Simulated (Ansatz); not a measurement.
An Ansatz (a first-principles code) run: SnO with a change (pressure 30 GPa); r2SCAN+rVV10/PAW in Ansatz, no spin-orbit coupling, earlier PAW set.

Input:

Ansatz 0.2 input:
```yaml
crystal:
  lattice:
    - [3.5843564779, 0, 0]
    - [0, 3.5843564779, 0]
    - [0, 0, 4.1318222001]
  atoms:
    - { symbol: Sn, position: [0.5, 0, 0.2814857864] }
    - { symbol: Sn, position: [0, 0.5, 0.7185142136] }
    - { symbol: O, position: [0, 0, 0] }
    - { symbol: O, position: [0.5, 0.5, 0] }
basis: { ecutwfc: 500, ecutrho_ratio: 4, xc_grid: 4, fft_grid_basis: typed }
kpoints: { mp_grid: { grid: [9, 9, 7] } }
hamiltonian:
  xc: r2scan
  dispersion: rvv10
  pseudopotentials: { azcp: { folder: ./paw }, kind: paw }
scf: { occupations: { method: fermi_dirac, width: 0.05 } }
relax: { f_tol: 0.01, max_steps: 60, cell: { stress_tol: 0.02, p_target: 30 } }
output: { forces: true, stress: true }
checkpoint: { write: state.ck, write_every: 1000 }
```

Output (explanatory and most iteration lines left out):

```
Relaxation: its limit of steps is 60 (relax.max_steps)
Pseudopotential: Sn, paw, valence charge 14
Pseudopotential: O, paw, valence charge 6
Crystal: 4 atoms, lattice volume = 53.084 Å³
Basis set: ecut = 500 eV, 1335 PW (Γ), exchange–correlation on 108×108×128 points (64 copies of the dense FFT grid, shifted against one another)
Bands: 24, of which v1, the nominal top of the filled ones, is band 20 counted from 1 (19 counted from 0)
Symmetry: 16 space group operations
Space group: P4/nmm (ITA 129), of the structure as read, at distance tolerance 3.8e-5 Å
k-points: 60 of 567
Functional: x = r2scan, c = r2scan + rvv10(b = 11.95, C = 0.0093); τ floored in thin density (d = 2e-4 eV/Å³)
SCF iter   1: F=—  HF=-13209.619831 eV  |F-HF|=—  |Δ(HF+E_count)|=         —  Δρ=5.53e-2  dr2=1.89e0  dr2_τ=1.15e-1  ethr=3.10e-3  ⟨swp⟩=6.0  Hψ=7184  notcnv=0
SCF iter   2: F=—  HF=-13209.646592 eV  |F-HF|=—  |Δ(HF+E_count)|=   2.68e-2  Δρ=3.03e-2  dr2=5.43e-1  dr2_τ=1.04e-2  ethr=3.10e-3  ⟨swp⟩=3.0  Hψ=3341  notcnv=0
SCF 1 converged in 8 iterations: F = -13209.699718 eV  dr2 = 8.97e-8
relax step   1: F+E_penalty+E_count = -13209.69971824 eV  Δ(F+E_penalty+E_count) = +0.000e0 eV  max|allowed force component| = 2.299e-4 eV/Å  Δτ_max = 0.0000 Å  P = +22.500 GPa  Ω = 53.084 Å³  (8 SCF iters, dr2 threshold 1.00e-7 eV, accepted)
[... steps on the carried basis left out ...]
relax step   8: F+E_penalty+E_count = -13209.35679418 eV  Δ(F+E_penalty+E_count) = +1.006e-3 eV  max|allowed force component| = 7.009e-4 eV/Å  Δτ_max = 0.0000 Å  P = +30.011 GPa  Ω = 50.983 Å³  stress off target by 1.20e-2 GPa  SCF on the basis re-selected at this cell (its energy is not comparable with the rows above)  (7 SCF iters)
SCF converged after 7 iterations
Free energy (F): -13209.356794 eV
Internal energy: -13209.353630 eV  (E = F + TS)
E sigma→0 (E₀):  -13209.355212 eV
Entropy (-TS):   -0.003164 eV (-0.791 meV/atom)
Fermi energy:    15.607703 eV
--- Forces (eV/Å), atoms counted from 1 ---
  atom   1  Sn     0.00000000     0.00000000     0.00070091
  atom   2  Sn     0.00000000     0.00000000    -0.00070091
  atom   3  O      0.00000000     0.00000000    -0.00000000
  atom   4  O      0.00000000     0.00000000     0.00000000
--- Stress (GPa, compression-positive) ---
       30.011967      -0.000000       0.000000
       -0.000000      30.011967       0.000000
        0.000000       0.000000      30.009770
  P = ⅓ Tr σ = 30.0112 GPa (300.112 kbar)
--- Relaxed structure (7 steps of the walk, 6 accepted, 1 SCFs on fresh bases) ---
  cell:  # Å, volume = 50.9826 Å³
    - [3.545990316226636, -3.673615269156514e-34, 0.0]
    - [-3.673615269156514e-34, 3.545990316226636, 0.0]
    - [0.0, 0.0, 4.054587926326242]
  atoms:
    - { symbol: Sn, position: [0.5, 0.0, 0.2865550858177893] }
    - { symbol: Sn, position: [0.0, 0.5, 0.7134449141822108] }
    - { symbol: O, position: [3.051749998936556e-85, -4.0390808809454416e-86, 2.3306060269735515e-35] }
    - { symbol: O, position: [0.5, 0.5, 0.0] }
```

A case with no gap was solved on a k-mesh chosen for an insulator, which is coarse for it. Load acts through the strain it causes; cell and atoms are relaxed under it. No phonon test of stability was made. Competing high-pressure phases were not computed. All final runs are without spin polarisation. The cell was made from SnO in the litharge type structure (space group P4/nmm, No. 129; layered, stacked along the Cartesian z axis) by this change: pressure 30 GPa.
